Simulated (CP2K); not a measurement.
Band structure of Nb (Im-3m, 1 atom in the cell).

```xyz
1
Lattice="2.8302 0.0000 0.0000 -0.9434 2.6683 0.0000 -0.9434 -1.3342 2.3108" Properties=species:S:1:pos:R:3 pbc="T T T"
Nb     0.0000     0.0000     0.0000
```

Method: PBE, GPW, DZVP-MOLOPT-SR-GTH basis, GTH-PBE potentials (GTH_POTENTIALS) in CP2K.

Settings: CUTOFF = 500 Ry; REL_CUTOFF = 40 Ry; SMEAR/METHOD = GAUSSIAN; SIGMA = 0.05 eV; KPOINTS/SCHEME = MONKHORST-PACK 11 11 11; XC_FUNCTIONAL = PBE; Nb/BASIS_SET = DZVP-MOLOPT-SR-GTH-q13; Nb/POTENTIAL = GTH-PBE-q13; METHOD = GPW; EPS_DEFAULT = 1e-10; EXTRAPOLATION = USE_GUESS; NGRIDS = 5; SCF_GUESS = ATOMIC; EPS_SCF = 1e-07.

The starting cell has typed, rounded lattice constants, without a prior relaxation at this level. Its lattice was rescaled by a random factor within 2.5 % of one. Spin polarisation is off. Values carry the incompleteness of an atom-centred basis.

Levels in eV from the Fermi level, bands 3 to 8:
| point | 3 | 4 | 5 | 6 | 7 | 8 |
|---|---|---|---|---|---|---|
| Γ | -30.01 | -30.01 | -5.94 | 0.41 | 0.41 | 0.41 |
| H | -31.03 | -31.03 | -3.90 | -3.90 | 5.92 | 5.92 |
| N | -30.48 | -30.02 | -3.82 | -1.70 | 2.56 | 3.52 |
| P | -30.77 | -30.77 | -1.07 | -1.07 | -1.07 | 4.33 |

Bands cross the Fermi level along this path, so the cell is metallic at this level.

Higher empty bands are left out: an atom-centred basis made for the valence describes them poorly.
